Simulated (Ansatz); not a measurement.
# Si: response to strain

The parent structure is Si (space group Ia-3, No. 206).

```yaml
crystal:
  lattice:
    - [-3.30082, 3.30082, 3.30082]
    - [3.30082, -3.30082, 3.30082]
    - [3.30082, 3.30082, -3.30082]
  atoms:
    - { symbol: Si, position: [0.20461, 0.20461, 0.20461] }
    - { symbol: Si, position: [0.50000, 0.00000, 0.29539] }
    - { symbol: Si, position: [0.29539, 0.50000, 0.00000] }
    - { symbol: Si, position: [0.00000, 0.29539, 0.50000] }
    - { symbol: Si, position: [0.79539, 0.79539, 0.79539] }
    - { symbol: Si, position: [0.50000, 0.00000, 0.70461] }
    - { symbol: Si, position: [0.70461, 0.50000, 0.00000] }
    - { symbol: Si, position: [0.00000, 0.70461, 0.50000] }
```

Cartesian axes are those of the cell as printed.

Strains are applied to the cell and any free atomic positions relax; under biaxial strain the out-of-plane vector relaxes too.

The values are results of Ansatz (a program for electronic structure), PBEsol, PAW, cutoff 420 eV, no spin-orbit coupling, not measurements.

Notes on the quantities. pressure: mean of the normal stresses, compression positive; energy relative to the base: free energy F.

```json
[
 {"variant": "base", "pressure": "0.0 GPa", "energy relative to the base": "0 meV/atom", "volume per atom": "17.98 Å³"},
 {"variant": "biaxial strain +0.99 %, plane normal [001], relaxed out of plane", "pressure": "-1.3 GPa", "energy relative to the base": "+2.1 meV/atom", "volume per atom": "18.24 Å³"},
 {"variant": "biaxial strain +2.39 %, plane normal [001], relaxed out of plane", "pressure": "-2.9 GPa", "energy relative to the base": "+12 meV/atom", "volume per atom": "18.61 Å³"},
 {"variant": "isotropic strain +2.63 %", "pressure": "-6.0 GPa", "energy relative to the base": "+29 meV/atom", "volume per atom": "19.44 Å³"},
 {"variant": "tensor shear ε_xy = −2.04 %", "pressure": "0.0 GPa", "energy relative to the base": "+5.8 meV/atom", "volume per atom": "17.97 Å³"}
]
```

Stability against distortions was not tested. This is not the structure that Si has at room temperature and ambient pressure.
